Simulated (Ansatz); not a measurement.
Start from GaAs in the rock salt structure (space group Fm-3m, No. 225; a = 5.303 Å; a hypothetical phase, not in the database extracts checked).

Modification: N takes the place of As on all its sites; the structure is relaxed again.

Levels (all Ansatz, a first-principles code, PAW): PBEsol (420 eV, no SOC); r2SCAN (500 eV, no spin-orbit coupling); HSE06 (420 eV, scalar-relativistic without spin-orbit coupling).

At the geometry relaxed with PBEsol, these levels gave the following band gaps, in shuffled order: (a) 0.54 eV, (b) 1.15 eV, (c) 1.89 eV.

Question: Match each gap to its level.

Answer: (a) PBEsol; (b) r2SCAN; (c) HSE06.

Single points use the geometry relaxed with PBEsol. The hybrid gap comes from the SCF mesh plus the semilocal run's edge points and a few special points and is an upper bound. Stability against distortions was not tested. The final runs are not spin-polarised. This is not the structure that GaN has at room temperature and ambient pressure.
